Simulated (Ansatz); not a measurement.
## Response to strain in hypothetical cubic perovskite NaHgBr3

Take NaHgBr₃ in the cubic perovskite structure (space group Pm-3m, No. 221; a = 5.475 Å; a hypothetical phase, not in the database extracts checked) as the base. Axes: x, y, z lie along the cube axes.

Strains are applied to the cell and any free atomic positions relax; under biaxial strain the out-of-plane vector relaxes too; under stress the whole cell relaxes.

Computed with PBEsol (Ansatz, a quantum-chemistry and plane-wave program, PAW, spin-orbit coupling left out).

Notes on the quantities. pressure: mean of the normal stresses, compression positive; energy relative to the base: free energy F.

```tsv
change	volume per atom	pressure	energy relative to the base	space group
base	32.81 Å³	0.0 GPa	0 meV/atom	Pm-3m (No. 221)
biaxial strain −0.87 %, plane normal [001], relaxed out of plane	32.51 Å³	0.3 GPa	+0.8 meV/atom	P4/mmm (No. 123)
biaxial strain −4.63 %, plane normal [110], relaxed out of plane	31.61 Å³	1.3 GPa	+17 meV/atom	Cmmm (No. 65)
biaxial strain +2.20 %, plane normal [111], relaxed out of plane	33.19 Å³	-0.3 GPa	+2.3 meV/atom	R-3m (No. 166)
isotropic strain +1.34 %	34.15 Å³	-1.1 GPa	+4.6 meV/atom	Pm-3m (No. 221)
uniaxial strain ε_yy = +0.91 %	33.11 Å³	-0.3 GPa	+0.4 meV/atom	P4/mmm (No. 123)
uniaxial strain ε_zz = −2.62 %	31.96 Å³	0.9 GPa	+3.7 meV/atom	P4/mmm (No. 123)
uniaxial stress, 0.5 GPa tension along x	___	–	___	P4/mmm (No. 123)
```

**Question.** Some entries are withheld; estimate them.

**Answer.** 
- uniaxial stress, 0.5 GPa tension along x, volume per atom: 33.02 Å³
- uniaxial stress, 0.5 GPa tension along x, energy relative to the base: +0.9 meV/atom

Without a gap, meshes like the base's 9×9×9 leave anisotropic stresses uncertain by several tenths of a GPa, and small strain energies with them. Beyond what the load breaks, stability against distortions was not tested. The final runs are not spin-polarised. Many cubic perovskites are stable only at high temperature; tilts and polar distortions were not tested.
